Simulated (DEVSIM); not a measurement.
System: abrupt Si p-n junction, at 400 K.

```tsv
layer (left to right)	material	thickness (μm)	Nd (cm⁻³)	Na (cm⁻³)	τn (s)	τp (s)
1	Si	0.310	-	4.1e17	0.00016	0.00016
2	Si	200	8.4e14	-	0.00016	0.00016
```

Left contact: ohmic. Right contact: ohmic. Voltage is applied to the left contact. Recombination: SRH at mid-gap. Mobility is μmin + (μ − μmin)/(1 + (N/Nref)^α).

The device is made up for the run: typed textbook-type constants, with dimensions and the other settings drawn at random. Values at 300 K; Nc and Nv go as T^1.5, mobilities as T to minus their exponent, the gap by Varshni's rule with the affinity fixed.

```tsv
parameter	Si
gap (eV)	1.124
affinity (eV)	4.05
permittivity	11.7
Nc (cm⁻³)	2.86e19
Nv (cm⁻³)	3.1e19
μn (cm²/Vs)	1417
μp (cm²/Vs)	470
μn,min	52
μp,min	45
Nref,n	9.7e16
Nref,p	2.2e17
αn	0.68
αp	0.72
T exponent of μn	2.3
T exponent of μp	2.2
Varshni α (eV/K)	0.000473
Varshni β (K)	636
```

Model (solved in DEVSIM): 1D drift-diffusion, Boltzmann statistics, complete ionisation; no tunnelling, impact ionisation, image-force lowering or self-heating.

The temperature was swept, all else fixed.

```tsv
temperature (K)	potential step across the device at zero bias (V)	dark forward voltage at 1 A/cm² (V)	largest field in the device at zero bias (V/cm)
250	0.830	0.757	34000
300	0.742	0.667	36000
350	0.652	0.576	39000
400	0.558	0.484	41000
450	0.462	(withheld)	43000
500	0.367	0.298	45000
```

### Question
Complete the blanks.

### Answer

- 450, dark forward voltage at 1 A/cm² (V): 0.392
